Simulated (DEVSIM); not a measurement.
System: W/Al2O3/SiO2/p-Si capacitor, at 400 K.

```tsv
layer (left to right)	material	thickness (nm)	Na (cm⁻³)
1	Al2O3	2.80	-
2	SiO2	0.500	-
3	Si	11000	2.6e15
```

Metal gate on the left, work function 4.6 eV. Fixed charge at the semiconductor interface 0 cm⁻² (in units of +e); interface traps 2.4e11 cm⁻² eV⁻¹, uniform in energy, neutral level at 0.7 of the gap above the valence band.

This is a model device: material constants are rounded textbook-type values typed into the input, and sizes, dopings and lifetimes were drawn at random. Values at 300 K; Nc and Nv go as T^1.5, mobilities as T to minus their exponent, the gap by Varshni's rule with the affinity fixed.

| parameter | Al2O3 | SiO2 | Si |
|---|---|---|---|
| gap (eV) | 6.8 | 9 | 1.124 |
| affinity (eV) | 1.35 | 0.9 | 4.05 |
| permittivity | 9 | 3.9 | 11.7 |
| Nc (cm⁻³) | - | - | 2.86e19 |
| Nv (cm⁻³) | - | - | 3.1e19 |
| Varshni α (eV/K) | - | - | 0.000473 |
| Varshni β (K) | - | - | 636 |

Model (solved in DEVSIM): 1D Poisson equation in equilibrium, Boltzmann statistics, complete ionisation; no quantum confinement or tunnelling. Metal contacts follow the ideal Schottky-Mott rule: no Fermi-level pinning, no interface dipoles.

Base results: capacitance of the dielectric stack (μF/cm²) 2.02; minimum of the low-frequency capacitance (μF/cm²) 0.0654; flat-band voltage (V) -0.22; threshold voltage (band bending 2φF) (V) 0.22.

Task: What follows from this one change: gate work function 4.6 → 4.45 eV?

Result: capacitance of the dielectric stack little changed (2.02 μF/cm²); minimum of the low-frequency capacitance little changed (0.0655 μF/cm²); flat-band voltage -0.22 → -0.37 V; threshold voltage (band bending 2φF) 0.22 → 0.07 V.

Task: What follows from this one change: Al2O3 thickness 0.0028 → 0.0024 μm?

Result: capacitance of the dielectric stack 2.02 → 2.24 μF/cm²; minimum of the low-frequency capacitance little changed (0.0656 μF/cm²); flat-band voltage little changed (-0.22 V); threshold voltage (band bending 2φF) little changed (0.22 V).

Task: What follows from this one change: interface trap density 2.4e+11 → 1e+10 cm^-2 eV^-1?

Result: capacitance of the dielectric stack little changed (2.02 μF/cm²); minimum of the low-frequency capacitance 0.0654 → 0.0304 μF/cm²; flat-band voltage little changed (-0.21 V); threshold voltage (band bending 2φF) little changed (0.22 V).

Task: What follows from this one change: temperature 400 → 450 K?

Result: capacitance of the dielectric stack little changed (2.02 μF/cm²); minimum of the low-frequency capacitance 0.0654 → 0.0733 μF/cm²; flat-band voltage -0.22 → -0.15 V; threshold voltage (band bending 2φF) 0.22 → 0.17 V.
